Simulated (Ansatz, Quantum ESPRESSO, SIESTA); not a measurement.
One structure in several programs: LaSi2Pt2 (I4/mmm, 5 atoms in the cell)

Self-consistent single point, at a second geometry (lattice scaled by 0.98). First geometry:

```
La(SiPt)2
1.0
   -2.12046     2.12046     4.90893
    2.12046    -2.12046     4.90893
    2.12046     2.12046    -4.90893
La Si Pt
1 2 2
Cartesian
  0.00000   0.00000   0.00000
  2.12046   0.00000   2.45446
  0.00000   2.12046   2.45446
  0.00000   0.00000   6.25761
  0.00000   0.00000   3.56025
```

Shared settings, as Ansatz (an electronic-structure program) writes them: kpoints.mp_grid.grid = 9 9 9; scf.occupations.method = gaussian; scf.occupations.width = 0.136 eV. Potentials and cutoffs stand in the table.

```tsv
code	model	ΔF from the first geometry (meV/atom)	pressure (GPa)	largest force (eV/Å)	cutoff
Quantum ESPRESSO	PBEsol, GBRV 1.5 ultrasoft (PBESOL) pseudopotentials	77.8	18.36	0.728	40 Ry
Ansatz	PBEsol, PAW files made with PBE	78.5	18.84	0.739	420 eV
SIESTA	GGA PBEsol, numerical atomic orbitals DZP, PseudoDojo PBEsol standard norm-conserving potentials (rewritten from UPF to PSML)	93.7	21.51	0.907	grid 300 Ry
```

On Ansatz's run: spin-orbit coupling is off. Spin polarisation is off.

The spread over the programs that give each value: ΔF from the first geometry within 15.9 meV/atom; pressure within 3.15 GPa; largest force within 0.179 eV/Å.

SIESTA uses small atom-centred bases, whose incompleteness enters pressures, forces and empty levels differently from a plane-wave cutoff. Ansatz's pressure is given at a fixed set of plane waves, as the other plane-wave codes print theirs; with its correction for the finite basis it is 18.88 GPa. In the pressure, SIESTA (by 2.91) lies more than 1 GPa from the median of the plane-wave programs. In the force vectors, SIESTA (by 0.173) lies more than 0.08 eV/Å from the median of the plane-wave programs.

The starting cell comes from a database of computed structures (which also holds hypothetical and non-ambient phases and stackings), without a prior relaxation at this level. Its lattice was rescaled by a random factor within 2.5 % of one. For this run, on top of that: lattice scaled by 0.98.

Left out of this page: FLEUR (not drawn, or without a comparable value).

Keys are those of Ansatz 0.2.
